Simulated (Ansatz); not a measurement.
InP under a change: isotropic strain −3.00 %

Base system: InP in the zinc blende structure (space group F-43m, No. 216; a = 5.960 Å).

The change: every lattice vector is shortened by 3.00 %, atoms relaxed at fixed cell.

All numbers come from PBE (Ansatz, a first-principles code, PAW, no SOC). k-mesh 10×10×10 (Γ-centred); smearing 0.05 eV (Fermi–Dirac).

- Volume per atom = 24.15 Å³ (base 26.46 Å³)
- Shortest interatomic distance = 2.503 Å (base 2.581 Å)
- Energy relative to the base (free energy F) = +44 meV/atom
- Pressure = 6.72 GPa (base 0.00 GPa)
- Band gap = 0.94 eV (base 0.44 eV)
- Gap character = direct at Γ (base direct at Γ)
- Mean gap deformation potential ΔEg/Δln V = -5.4 eV
- Electron mass = 0.072 mₑ (at Γ) (base 0.037 mₑ (at Γ))
- Valley order (the lowest conduction-band minima on the path, energy above the VBM, named in the base's zone) = Γ 0.94 eV; L along ⟨111⟩ 1.60 eV; X along ⟨100⟩ 1.69 eV (base Γ 0.44 eV; L along ⟨111⟩ 1.38 eV; X along ⟨100⟩ 1.85 eV)

Effective masses come from finite differences of ±0.01 Å⁻¹. Stability against distortions was not tested.
